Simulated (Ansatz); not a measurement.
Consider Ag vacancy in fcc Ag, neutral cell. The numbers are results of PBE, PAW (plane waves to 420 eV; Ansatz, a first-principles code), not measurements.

Cell of 32 host sites held at the relaxed PBE lattice; a 3×3×3 k-point mesh shifted by half a step; Fermi-Dirac width 0.10 eV, spin-restricted; finite-size errors left in. Energies are static. Forms of the defect that were not tried may lie lower.

Barriers: single points on a 4×4×4 k-point mesh shifted by half a step at the bands' geometries.

The step: a nearby Ag atom hops onto the vacant site. Atoms about the jump, Cartesian Å from the middle of the jump, before and after:

```json
[
 {"atom": "Ag1", "x0": "0.00", "y0": "-1.01", "z0": "1.01", "x1": "0.00", "y1": "1.01", "z1": "-1.01"},
 {"atom": "Ag2", "x0": "2.05", "y0": "-1.01", "z0": "-1.04", "x1": "2.05", "y1": "-1.04", "z1": "-1.01"},
 {"atom": "Ag3", "x0": "-2.05", "y0": "-1.01", "z0": "-1.04", "x1": "-2.05", "y1": "-1.04", "z1": "-1.01"},
 {"atom": "Ag4", "x0": "-2.05", "y0": "1.04", "z0": "1.01", "x1": "-2.05", "y1": "1.01", "z1": "1.04"},
 {"atom": "Ag5", "x0": "2.05", "y0": "1.04", "z0": "1.01", "x1": "2.05", "y1": "1.01", "z1": "1.04"},
 {"atom": "Ag6", "x0": "0.00", "y0": "-3.11", "z0": "-1.04", "x1": "0.00", "y1": "-3.09", "z1": "-1.01"},
 {"atom": "Ag7", "x0": "0.00", "y0": "-1.01", "z0": "-3.09", "x1": "0.00", "y1": "-1.04", "z1": "-3.11"},
 {"atom": "Ag8", "x0": "0.00", "y0": "1.04", "z0": "3.11", "x1": "0.00", "y1": "1.01", "z1": "3.09"},
 {"atom": "Ag9", "x0": "0.00", "y0": "3.09", "z0": "1.01", "x1": "0.00", "y1": "3.11", "z1": "1.04"}
]
```

Question: Predict the transition state.

Answer: 
```json
[
 {"atom": "Ag1", "x": "0.00", "y": "0.00", "z": "-0.01"},
 {"atom": "Ag2", "x": "2.24", "y": "-1.08", "z": "-1.09"},
 {"atom": "Ag3", "x": "-2.23", "y": "-1.08", "z": "-1.09"},
 {"atom": "Ag4", "x": "-2.23", "y": "1.08", "z": "1.07"},
 {"atom": "Ag5", "x": "2.23", "y": "1.08", "z": "1.07"},
 {"atom": "Ag6", "x": "0.00", "y": "-3.03", "z": "-1.00"},
 {"atom": "Ag7", "x": "0.00", "y": "-0.99", "z": "-3.04"},
 {"atom": "Ag8", "x": "0.00", "y": "0.99", "z": "3.02"},
 {"atom": "Ag9", "x": "0.00", "y": "3.03", "z": "0.98"}
]
```
It lies 0.60 eV above the start and 0.60 eV above the end. The saddle point's order was not checked, and it lies on a symmetry element of the cell, where a band can be held.
